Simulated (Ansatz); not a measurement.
# Seebeck coefficient of n-type C (Fd-3m) against temperature

C (Fd-3m), n-type; conventional cell a = b = c = 3.554 Å, α = β = γ = 90.00°. Method: PBE, rigid bands (plane waves, PAW, scalar-relativistic; Ansatz, an electronic-structure program). Geometry: cell and atoms relaxed with PBEsol. Sums run over bands interpolated from the self-consistent mesh; computed gap 4.16 eV. |S| is the size of the Seebeck coefficient, averaged over directions. The electron density is held at 1e18 cm⁻³, under a fifth of N_c and over ten times the intrinsic density in every row, and the structure is held as it is at all temperatures.

Here T stands for T and |S| for |S|.

```
T (K)  |S| (μV/K)
-----  ----------
300           563
400           600
500           629
600           653
800           690
1000            ?
```

The 5 complete rows are fitted with a straight line in ln T, |S| against T. With u = ln T - 6.20, the rows have u = -0.49622, -0.20854, 0.01461, 0.19693, 0.48461. Means: u -0.0017220, |S| 627.0. About the means, the sum of products is 73.068 and the sum of squares of u is 0.56355; the slope is their ratio. Least squares gives |S| = 627.2 + 129.7·u. Residuals (row less fit): 0.2, -0.2, -0.1, 0.3, -0.1; standard error 0.2 (degrees of freedom: 3). With one parabolic band N_c grows as T^(3/2), which gives a slope of (3/2)·k_B/e = 129 μV/K; the fit has 130.

Problem. Estimate the missing |S| (T = 1000); what did the run itself give?

Solution. u = 0.70776, so |S| = 627.2 + 129.7 × 0.70776 = 719.0 μV/K. The calculation gives 720 μV/K, 1.0 μV/K above the prediction (0.6 % of the range of |S| in the table). The row lies outside the fitted rows, so this is an extrapolation.

Series that bend far from this form aren't tabulated. Rigid bands with a gap fixed in temperature, one relaxation time for all states and one kind of carrier; polarons and phonon drag are left out, and so is whether such doping can be reached. Spin-orbit coupling is left out.
